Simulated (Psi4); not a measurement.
Psi4 1.11, PBE/def2-svp: [SiH3]O[SiH](Cl)Cl, 9 atoms. The geometry is a generated start, not checked to be a minimum at this level.

```yaml
task: energy
method: pbe
basis: def2-svp
memory: 3 GB
maxiter: 100
keys_of_the_molecule_block: symmetry c1
scf_type: df (default)
e_convergence: 1e-06 (default)
d_convergence: 1e-06 (default)
dft_radial_points: 75 (default)
dft_spherical_points: 302 (default)
basis_functions: 106
grid_points: 191466
```

```xyz
9

Si    -1.5535    -0.5214     0.1068
O     -0.0405     0.0449     0.3754
Si     1.4606     0.5079     0.0454
Cl     1.4017     2.1116    -1.1516
Cl     2.4227    -0.9936    -0.8658
H     -1.4161    -1.8465    -0.4909
H     -2.1988     0.4293    -0.7945
H     -2.1315    -0.5481     1.4463
H      2.0553     0.8161     1.3289
```

With the defaults (diis = true, scf_initial_accelerator = adiis, damping_percentage = 0, diis_start = 1, guess = auto, which took SAD, diis_max_vecs = 10, soscf = false, soscf_start_convergence = 0.01) it converges in 9 SCF iterations. One run each on 2 threads, with these changes:
- damping_percentage = 60
- diis_max_vecs = 6
- guess = sap
- scf_initial_accelerator = ediis
- diis = false, scf_initial_accelerator = none, damping_percentage = 60
- guess = sadno
- diis_start = 4
- soscf = true, soscf_start_convergence = 0.1
- damping_percentage = 20

Which runs fail or end elsewhere than the default run?

No convergence: diis = false, scf_initial_accelerator = none, damping_percentage = 60 (the run ends without SCF convergence in 100 iterations). The rest reach the solution of the defaults.

```json
[
 {"setting": "soscf = true, soscf_start_convergence = 0.1", "SCF iterations": "6", "JK calls": "22", "end": "same solution"},
 {"setting": "the defaults", "SCF iterations": "9", "JK calls": "10", "end": "same solution"},
 {"setting": "scf_initial_accelerator = ediis", "SCF iterations": "9", "JK calls": "10", "end": "same solution"},
 {"setting": "guess = sadno", "SCF iterations": "9", "JK calls": "9", "end": "same solution"},
 {"setting": "guess = sap", "SCF iterations": "10", "JK calls": "10", "end": "same solution"},
 {"setting": "diis_max_vecs = 6", "SCF iterations": "10", "JK calls": "11", "end": "same solution"},
 {"setting": "diis_start = 4", "SCF iterations": "16", "JK calls": "17", "end": "same solution"},
 {"setting": "damping_percentage = 20", "SCF iterations": "21", "JK calls": "22", "end": "same solution"},
 {"setting": "damping_percentage = 60", "SCF iterations": "59", "JK calls": "60", "end": "same solution"},
 {"setting": "diis = false, scf_initial_accelerator = none, damping_percentage = 60", "SCF iterations": "100", "JK calls": "101", "end": "no convergence"}
]
```

An SOSCF iteration holds several JK calls; a Hückel guess adds calls on atoms.
